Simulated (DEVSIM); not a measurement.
System: Schottky contact on n-type Si, at 350 K.

Layer 1 from the left is Si, thickness (μm) 4.20, Nd (cm⁻³) 5e15, τn (s) 1.1e-5, τp (s) 1.1e-5. Layer 2 from the left is Si, thickness (μm) 27.0, Nd (cm⁻³) 7.3e17, τn (s) 1.1e-5, τp (s) 1.1e-5.

Left contact: Schottky, work function 4.49 eV, emission velocity 1.7e6 cm/s. Right contact: ohmic. Voltage is applied to the left contact. Recombination: SRH at mid-gap, radiative, Auger. Gap narrowing is on: ΔEg = 6.92 meV × (l + √(l² + 0.5)), l = ln(N/1.3e17 cm⁻³), shared equally by both band edges. Mobility is constant in doping.

This is a model device: material constants are rounded textbook-type values typed into the input, and sizes, dopings and lifetimes were drawn at random. Values at 300 K; Nc and Nv go as T^1.5, mobilities as T to minus their exponent, the gap by Varshni's rule with the affinity fixed.

Si: gap (eV) 1.124, affinity (eV) 4.05, permittivity 11.7, Nc (cm⁻³) 2.86e19, Nv (cm⁻³) 3.1e19, μn (cm²/Vs) 1417, μp (cm²/Vs) 470, T exponent of μn 2.3, T exponent of μp 2.2, B (cm³/s) 4.7e-15, Cn (cm⁶/s) 2.8e-31, Cp (cm⁶/s) 9.9e-32, Varshni α (eV/K) 0.000473, Varshni β (K) 636.

DEVSIM, 1D drift-diffusion, Boltzmann statistics, complete ionisation; no tunnelling, impact ionisation, image-force lowering or self-heating. Metal contacts follow the ideal Schottky-Mott rule: no Fermi-level pinning, no interface dipoles.

Q: What does the simulation give for the dark forward voltage at 100 A/cm², the potential step across the device at zero bias?

A: dark forward voltage at 100 A/cm² 0.154 V; potential step across the device at zero bias 0.310 V.
